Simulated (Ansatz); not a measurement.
## What pressure −2 GPa does to Cd2SnO4

Consider Cd2SnO4 (space group Pbam, No. 55; a = 5.5712 Å, b = 9.9287 Å, c = 3.1994 Å).

It is then changed as follows: hydrostatic tension (pressure −2 GPa).

Level of theory: Ansatz (an electronic-structure program) PBEsol, spin-orbit coupling left out. Γ-centred 5×3×8 mesh, Fermi–Dirac width 0.05 eV.

```tsv
quantity	base	changed	shift
density	7.65 g/cm³	7.54 g/cm³	-0.11 g/cm³
shortest interatomic distance	3.894 bohr	3.907 bohr	+0.013 bohr
enthalpy H = E + PV relative to the base's energy	–	-0.16 eV/atom	–
band gap	0.48 eV	0.43 eV	-0.05 eV
gap character	indirect, Z → Γ	indirect, Z → Γ	–
width of the top valence band	0.50 eV	0.48 eV	-0.02 eV
electron mass	0.15 mₑ along a, 0.12 mₑ along b, 0.14 mₑ along c (at Γ)	0.15 mₑ along a, 0.12 mₑ along b, 0.13 mₑ along c (at Γ)	–
```

Cost of the whole job for the changed cell (relaxation, final SCF and bands): around 5 core-minutes (rough).

Load acts through the strain it causes; cell and atoms are relaxed under it. Masses are band curvatures over ±0.01 Å⁻¹ around the edge. No phonon test of stability was made.
